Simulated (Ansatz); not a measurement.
Structure of amorphous Al28O45Ga2 (periodic cell):

```xyz
75
Lattice="9.7041 -0.1491 0.1598 -0.1491 9.2587 -0.1009 0.1598 -0.1009 9.5639" Properties=species:S:1:pos:R:3 pbc="T T T"
Al     4.8776     2.8130     3.0779
Al     2.2264     2.4251     1.9045
Al     9.1678     3.0131     1.4739
Al     2.9235     0.8131     8.7846
Al     9.4882     1.9092     3.9953
Al     1.4810     0.5876     5.4744
Al     6.3656     7.6126     6.1646
Al     3.6701     0.2421     3.6611
Al     3.8787     7.7068     1.1649
Al     8.8407     5.8192     1.5046
Al     7.1653     0.5621     2.4593
Al     6.9811     5.4581     8.4944
Al     5.9433     7.2116     3.1705
Al     1.2056     8.5374     1.6697
Al     2.0863     6.9458     4.0379
Al     4.6488     3.6723     7.8091
Al     7.5033     7.9043     9.1174
Al     8.0032     3.4535     6.1668
Al     8.7216     7.7541     4.0378
Al     7.2937     4.4029     3.4666
Al     4.4800     5.2171     5.0678
Al     1.3319     3.5824     8.9395
Al     0.7742     8.3536     8.0218
Al     5.6186     0.9514     0.4129
Al     9.3278     6.0511     6.2210
Al     2.6734     5.6795     7.9337
Al     1.4809     4.0198     5.4929
Al     8.5377     1.3476     8.2694
O      8.6239     1.9074     6.6675
O      4.1806     1.7801     4.2454
O      8.6587     1.4344     2.3342
O      1.0392     6.7505     7.3267
O      3.6697     3.5026     1.9734
O      8.0717     7.3160     5.7859
O      1.9401     2.1952     0.1708
O      8.8136     8.8332     8.3751
O      0.7661     3.0966     2.6148
O      2.7013     5.2953     4.6186
O      7.9145     4.1970     1.8401
O      6.0769     3.2233     6.5911
O      9.4204     7.4904     2.1637
O      4.1725     1.9044     7.8940
O      7.8588     6.4116     0.1302
O      8.0303     4.9695     7.1986
O      1.5881     4.2135     7.2589
O      3.5109     6.5847     9.3124
O      4.6929     8.5519     2.6746
O      5.7399    -0.1281     6.0987
O      2.4001     7.3313     2.2975
O      6.7683     1.2711     8.5911
O      7.1331     8.5705     3.5482
O      6.6298     8.9149     0.8464
O      2.5505     8.5978     4.7448
O      1.8003     0.3925     7.2522
O      6.4038     7.1169     7.9282
O      5.3815     6.7204     4.8765
O      5.7383     4.3718     9.1008
O      4.1162     5.1094     6.8049
O      7.5664     6.1555     3.2851
O      9.4055     2.4560     9.3002
O      9.7430     0.1562     4.5524
O      2.3051     0.7142     2.4715
O      0.4387     6.9280     4.5272
O      0.4356     4.8476     0.5978
O      4.1044     0.0941     0.2282
O      1.3801     2.3209     5.0187
O      3.1729     4.1934     8.9771
O      5.5261     4.2525     3.8990
O      9.5566     4.4448     5.4454
O      1.4381     8.8022    -0.0522
O      7.9102     2.9823     4.3658
O      5.9132     1.8303     1.9761
O      5.0250     6.3357     1.7724
Ga     4.1477     5.0198     0.7470
Ga     5.7754     1.4185     6.8982
```

The numbers are results of PBE, scalar-relativistic without spin-orbit coupling (plane waves to 420 eV, PAW; Ansatz, a quantum-chemistry and plane-wave program), not measurements.

A CHGNet melt-quench gave the starting glass, which DFT then relaxed. O atoms were pushed apart under 1.9 Å during the dynamics, to hinder bonds among them. The hot cell started wider than the set density and was brought back towards it in steps. It is the lowest in DFT energy of 2 quenches. It is a model cell: composition and starting density were chosen by hand, and all elements were melted together. No dispersion term was used. Its density started from a set value of 3.25 and ended at 3.12 g/cm³. Cooling (nominally 340 K/ps over its main leg) ran many orders faster than in experiment, which tends to leave more defects and strain. Values belong to this one cell and scatter from quench to quench. Volume and shape were free in the relaxation.

Bonds are counted up to Al-Al 2.66 Å, Al-O 2.30 Å, Al-Ga 2.67 Å, O-O 1.58 Å, O-Ga 2.26 Å, Ga-Ga 2.68 Å. Two cations that share two anions don't count as bonded, nor two that share one unless they lie closer than Al-Al 2.59 Å, Al-Ga 2.60 Å, Ga-Ga 2.61 Å.

**Question.** Give the coordination numbers, mean bond lengths and angles.

**Answer.** 
The mean coordination of Al by anions comes out as 4.46 (16 with 4, 11 with 5, 1 with 6) and the mean coordination of O is 2.98 (3 with 2, 40 with 3, 2 with 4). The mean coordination of Ga by anions is 4.50 (1 with 4, 1 with 5) and the mean Al-O bond is 1.843 Å (spread 0.087 Å, 125 counted). The mean O-Ga bond comes out as 1.928 Å (spread 0.095 Å, 9 counted) and the bond angle at Al comes out as mean 107.4°, spread 21.2°. The bond angle at O is mean 116.4°, spread 17.2° and the bond angle at Ga comes out as mean 106.1°, spread 23.0°.

**Question.** List the pairs of like atoms that count as bonded by the rules above.

**Answer.** There are none by these rules.
